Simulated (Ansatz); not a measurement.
Consider interstitial F in 4H silicon carbide, charge state -1. All values below come from PBE, PAW (plane waves to 420 eV; Ansatz, an electronic-structure program).

Settings: 72 host sites, the relaxed PBE lattice, the Γ point alone, smearing 0.01 eV, spin-restricted, no image-charge correction. Static, classical nuclei. The charge state is imposed; whether it is stable for some Fermi level was not computed. Sites that were not tried may lie lower.

Barriers: single points on a 2×2×2 k-point mesh shifted by half a step along c at the bands' geometries (they differ from the bands' own by up to 0.45 eV, and are uncertain by about as much).

The step: F moves alone to another site. Atoms about the jump, Cartesian Å from the middle of the jump, before and after:

```tsv
atom	x0	y0	z0	x1	y1	z1
F1	-0.77	1.34	0.00	0.77	-1.34	0.00
Si2	-0.77	-0.43	-0.65	-0.76	-0.45	-0.65
C3	-0.77	-0.51	1.31	-0.83	-0.41	1.31
Si4	0.78	0.44	1.89	0.77	0.45	1.89
C5	0.84	0.41	-1.35	0.77	0.53	-1.35
C6	-2.39	0.41	-1.35	-2.32	0.45	-1.28
C7	-0.77	-2.24	-1.28	-0.84	-2.27	-1.35
C8	0.83	2.27	1.31	0.77	2.24	1.25
C9	2.32	-0.45	1.25	2.38	-0.41	1.31
Si10	0.76	2.22	-0.65	0.77	2.24	-0.67
Si11	2.33	-0.45	-0.67	2.31	-0.45	-0.65
Si12	-2.33	0.44	1.89	-2.34	0.46	1.91
Si13	-0.77	-2.26	1.91	-0.78	-2.24	1.89
Si14	-2.31	2.22	-0.65	-2.33	2.23	-0.65
Si15	0.77	-3.13	-0.65	0.77	-3.11	-0.65
C16	-2.38	2.27	1.31	-2.32	2.23	1.27
C17	0.77	-3.13	1.27	0.77	-3.19	1.31
```

Give the saddle-point geometry and the barrier.


```tsv
atom	x	y	z
F1	-0.26	-0.15	0.26
Si2	-0.72	-0.41	-1.27
C3	-0.87	-0.50	2.08
Si4	0.75	0.44	2.02
C5	0.90	0.52	-1.54
C6	-2.34	0.47	-1.37
C7	-0.76	-2.25	-1.37
C8	0.76	2.20	1.25
C9	2.28	-0.43	1.25
Si10	0.80	2.22	-0.69
Si11	2.32	-0.41	-0.69
Si12	-2.38	0.46	1.99
Si13	-0.80	-2.28	1.99
Si14	-2.31	2.23	-0.66
Si15	0.77	-3.11	-0.66
C16	-2.32	2.22	1.25
C17	0.76	-3.11	1.25
```
It lies 3.34 eV above the start and 3.34 eV above the end. The program found a first-order saddle point.
